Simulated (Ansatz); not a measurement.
Results of LDA (PAW; Ansatz, a program for electronic structure) for SnPbO₃ (Pm-3m, No. 221, 5 atoms in the cell; start mp-978952).

Run with plane-wave cutoff 520 eV, 8×8×8 k mesh, Fermi–Dirac smearing 0.01 eV, scalar-relativistic PAW data made under PBE.

Cell (relaxed with PBEsol):

```xyz
5
Lattice="4.0723 0.0000 0.0000 0.0000 4.0723 0.0000 0.0000 0.0000 4.0723" Properties=species:S:1:pos:R:3 pbc="T T T"
Sn     2.0362     2.0362     2.0362
Pb     0.0000     0.0000     0.0000
O      2.0362     2.0362     0.0000
O      0.0000     2.0362     2.0362
O      2.0362     0.0000     2.0362
```

Q: What does this level give for the band gap and smallest direct gap on the k points sampled?

A: 
- band gap = 1.31 eV
- smallest direct gap on the k points sampled = 2.41 eV

Note: cell and atoms aren't relaxed at this level (pressure -4.6 GPa).

Spin–orbit coupling is not included; with these elements it can move the gap by several tenths of an eV or more.

Computed values are for the static lattice.

The result took around 10 core-seconds (rough).

A start named mp-… is a Materials Project structure, which need not be a measured phase.
